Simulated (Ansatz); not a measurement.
The reference is TiC in the rock salt structure (space group Fm-3m, No. 225; relaxed with 0.1 eV smearing).

```xyz
2
Lattice="0.0000 2.1467 2.1467 2.1467 0.0000 2.1467 2.1467 2.1467 0.0000" Properties=species:S:1:pos:R:3 pbc="T T T"
Ti     0.0000     0.0000     0.0000
C      2.1467     2.1467     2.1467
```

Cartesian axes are those of the cell as printed.

The values are results of plane-wave PAW DFT at the PBEsol level (Ansatz, an electronic-structure program, 420 eV), no spin-orbit coupling, not measurements.

Strains are applied to the cell and any free atomic positions relax; under biaxial strain the out-of-plane vector relaxes too.

One change was made to it. Results:

```csv
quantity,base,after
"pressure (mean of the normal stresses, compression positive)",0.0 GPa,-4.4 GPa
energy relative to the base (free energy F),0 meV/atom,+5.2 meV/atom
```

### Question
Which of these changes matches the shifts?
A) biaxial strain +0.42 %, plane normal [111], relaxed out of plane
B) biaxial strain +0.83 %, plane normal [111], relaxed out of plane
C) biaxial strain +1.25 %, plane normal [111], relaxed out of plane
D) biaxial strain +1.67 %, plane normal [111], relaxed out of plane

### Answer
C, biaxial strain +1.25 %, plane normal [111], relaxed out of plane. For comparison, the energy relative to the base in the other runs: biaxial strain +1.67 %, plane normal [111], relaxed out of plane gives +9.2 meV/atom; biaxial strain +0.83 %, plane normal [111], relaxed out of plane gives +2.3 meV/atom; biaxial strain +0.42 %, plane normal [111], relaxed out of plane gives +0.6 meV/atom.

Whether these cells are dynamically stable was not tested. All final runs are without spin polarisation.
